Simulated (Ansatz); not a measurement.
Ag: energy against strain

Ag (fcc, Fm-3m, 16.010 Å³/atom and stress up to 0.01 GPa in the relaxed cell) under an equal strain ε in the (111) plane with the normal axis free, as in a coherent film. LDA in Ansatz, a plane-wave DFT program (PAW, default set), 420 eV, 28×28×28 Γ-centred mesh, Fermi-Dirac smearing 0.10 eV. Against the start cell, which lies near the measured one, the relaxed cell differs by -6.4 % in volume; the values below rest on it.

Here s stands for strain and y for E less E0.

| strain (%) | E less E0 (meV/atom) |
|---|---|
| -1.25 | 3.95 |
| -0.83 | 1.70 |
| -0.42 | 0.42 |
| 0.00 | 0.00 |
| 0.42 | 0.43 |
| 0.83 | 1.62 |
| 1.25 | 3.56 |
| 2.50 | ? |

### Question
Fit y against s with a parabola, and predict the withheld value at s = 2.50.

### Answer
Least squares gives y = 0.002 - 0.1132·s + 2.4027·s². Residuals (row less fit): 0.052, -0.051, -0.053, -0.002, 0.052, 0.057, -0.055; standard error 0.065 (degrees of freedom: 4). The quadratic coefficient over the volume, 2.4027 meV × 10⁴ × 0.1602 / 16.010 Å³, is the biaxial elastic modulus of this plane = about 240 GPa. At the withheld row, y = 0.002 - 0.1132 × 2.50 + 2.4027 × 2.50² = 14.736 meV/atom. The calculation gives 13.02 meV/atom, 1.716 meV/atom below the prediction (13.2 % of the range of y in the table). The row lies outside the fitted rows, so this is an extrapolation. From the scatter of the fitted rows alone, a prediction at this place has a standard error of 0.250 meV/atom, so the miss is 6.9 times that.

A polynomial of degree 3 through the 12 other runs of the series gives 13.08 there, so most of the miss is curvature that the fit leaves out. In a metal these values are sensitive to mesh and smearing; energies are taken to zero smearing, stresses follow the free energy. Rows are the converged runs of the series near zero and its far end; series whose fitted rows scatter by over a few per cent of the range, as at a crossing or softening among them, aren't shown in this form, nor equations of state whose B0' disagrees with the runs' pressures. Most that stay on the fit to the last digits aren't either.
